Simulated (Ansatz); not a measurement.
## Hypothetical P-3m1 Ca3P2, response to strain

Consider Ca$_{3}$P$_{2}$ (space group P-3m1, No. 164; a hypothetical phase, not in the database extracts checked).

```
Ca3P2
1.0
    4.67538     0.00000     0.00000
   -2.33769     4.04900     0.00000
    0.00000     0.00000     7.03914
P Ca
2 3
Direct
  0.33333   0.66667   0.22958
  0.66667   0.33333   0.77042
  0.00000   0.00000   0.00000
  0.33333   0.66667   0.66005
  0.66667   0.33333   0.33995
```

Cartesian axes are those of the cell as printed.

Strains are applied to the cell and any free atomic positions relax; under biaxial strain the out-of-plane vector relaxes too; under stress the whole cell relaxes.

Levels (all Ansatz, an electronic-structure program, PAW): PBE (420 eV, without spin-orbit coupling); r2SCAN (500 eV, no spin-orbit coupling).

The base cell above is that of PBE; each level relaxes its own structures.

```tsv
case	shift of the gap caused by the change, PBE	shift of the gap caused by the change, r2SCAN
biaxial strain +4.13 %, plane normal [001], relaxed out of plane	-0.62 eV	-0.67 eV
isotropic strain +0.61 %	+0.03 eV	+0.03 eV
isotropic strain +1.10 %	+0.05 eV	+0.05 eV
uniaxial strain ε_yy = +1.85 %	-0.01 eV	-0.01 eV
strain tensor (xx, yy, zz, yz, xz, xy) = (+1.74, −1.27, −1.50, +0.31, +0.39, +0.74) %	-0.05 eV	-0.05 eV
tensor shear ε_yz = −1.45 %	0.00 eV	0.00 eV
strain tensor (xx, yy, zz, yz, xz, xy) = (−0.71, −0.22, +0.71, −0.40, +2.36, +0.88) %	+0.07 eV	+0.07 eV
uniaxial stress, 1 GPa compression along z	-0.71 eV	-0.73 eV
```

The two levels differ by at most about 0.05 eV. They put the cases in the same order.

Beyond what the load breaks, stability against distortions was not tested.
